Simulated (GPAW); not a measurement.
Band structure of MgGeAs₂ (I-42d, 8 atoms in the cell).

```yaml
crystal:
  lattice:
    - [-2.97950, 2.97950, 5.55323]
    - [2.97950, -2.97950, 5.55323]
    - [2.97950, 2.97950, -5.55323]
  atoms:
    - { symbol: Mg, position: [0.75000, 0.25000, 0.50000] }
    - { symbol: Mg, position: [0.00000, 0.00000, 0.00000] }
    - { symbol: Ge, position: [0.50000, 0.50000, 0.00000] }
    - { symbol: Ge, position: [0.25000, 0.75000, 0.50000] }
    - { symbol: As, position: [0.87500, 0.39990, 0.02490] }
    - { symbol: As, position: [0.60010, 0.62500, 0.47510] }
    - { symbol: As, position: [0.37500, 0.85010, 0.97510] }
    - { symbol: As, position: [0.14990, 0.12500, 0.52490] }
```

Method of the run: LDA (Perdew-Wang 92), GPAW PAW datasets LDA (gpaw-data 1.0.1) (plane waves; GPAW).

Settings: mode = pw; ecut = 800 eV; xc = LDA; kpts = 3 3 3; mesh shift (steps) = 0 0 0; occupations.name = fermi-dirac; occupations.width = 0.05 eV; nbands = -8; convergence.forces = 0.001 eV/Å; convergence.bands = -6; symmetry.symmorphic = false; symmetry.tolerance = 0.0005; maxiter = 150; bandpath_npoints = 40.

The starting cell comes from a database of computed structures (which also holds hypothetical and non-ambient phases and stackings), without a prior relaxation at this level.

Question: Predict the gap along the standard path and the places of the band edges.

Answer: The gap along the path is 0.58 eV, direct at Γ to within 0.01 eV.

Levels in eV from the top of the valence band on the SCF mesh, bands 21 to 28:
| point | 21 | 22 | 23 | 24 | 25 | 26 | 27 | 28 |
|---|---|---|---|---|---|---|---|---|
| Γ | -1.92 | -0.21 | -0.21 | 0.00 | 0.58 | 1.22 | 1.76 | 3.24 |
| X | -0.99 | -0.99 | -0.53 | -0.53 | 1.01 | 1.01 | 2.93 | 2.93 |
| Y | -1.11 | -1.11 | -0.75 | -0.75 | 1.39 | 1.39 | 3.18 | 3.18 |
| S | -1.81 | -1.46 | -0.97 | -0.46 | 1.37 | 2.19 | 2.20 | 3.07 |
| Z | -1.85 | -1.85 | -0.85 | -0.85 | 1.17 | 1.17 | 1.58 | 1.58 |
| S1 | -1.81 | -1.46 | -0.97 | -0.46 | 1.37 | 2.19 | 2.20 | 3.07 |
| N | -1.71 | -1.24 | -1.07 | -0.66 | 2.00 | 2.16 | 2.92 | 3.51 |
| P | -0.91 | -0.91 | -0.88 | -0.88 | 1.48 | 1.48 | 2.67 | 2.67 |
| Y1 | -1.11 | -1.11 | -0.75 | -0.75 | 1.39 | 1.39 | 3.18 | 3.18 |
